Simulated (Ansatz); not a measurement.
CsGeBr3 (within 0.1 Å of R3m, No. 160, 5 atoms in the cell; start mp-642739), treated with HSE06+SOC (Ansatz, a program for electronic structure, plane waves, PAW).

Settings: plane-wave cutoff 460 eV, 4×4×4 k mesh, Fermi–Dirac smearing 0.01 eV, PAW data made under PBE.

Cell (relaxed with PBEsol):

```cif
data_Br9Cs3Ge3
_chemical_formula_sum 'Cs3 Ge3 Br9'
_space_group_name_H-M_alt 'R3m :H'
_space_group_IT_number 160
_space_group_name_Hall 'R 3 -2"'
_cell_length_a 7.76658
_cell_length_b 7.76658
_cell_length_c 9.66781
_cell_angle_alpha 90.000
_cell_angle_beta 90.000
_cell_angle_gamma 120.000
loop_
_atom_site_label
_atom_site_type_symbol
_atom_site_symmetry_multiplicity
_atom_site_Wyckoff_symbol
_atom_site_fract_x
_atom_site_fract_y
_atom_site_fract_z
_atom_site_occupancy
Cs1 Cs 3 a 0.00000 0.00000 0.89694 1
Ge1 Ge 3 a 0.00000 0.00000 0.37900 1
Br1 Br 9 b 0.16306 0.32612 0.23663 1
```
(The calculation used a cell of 5 atoms; values per cell refer to that cell.)

Task: Give the computed band gap and Γ–Γ gap.

Result: 
band gap: 1.12 eV (direct)
Γ–Γ gap: 6.41 eV

Note: cell and atoms aren't relaxed at this level (largest force component 0.15 eV/Å, pressure 1.5 GPa).

The computed numbers hold no vibrational or temperature effects.

A start named mp-… is a Materials Project structure, which need not be a measured phase.
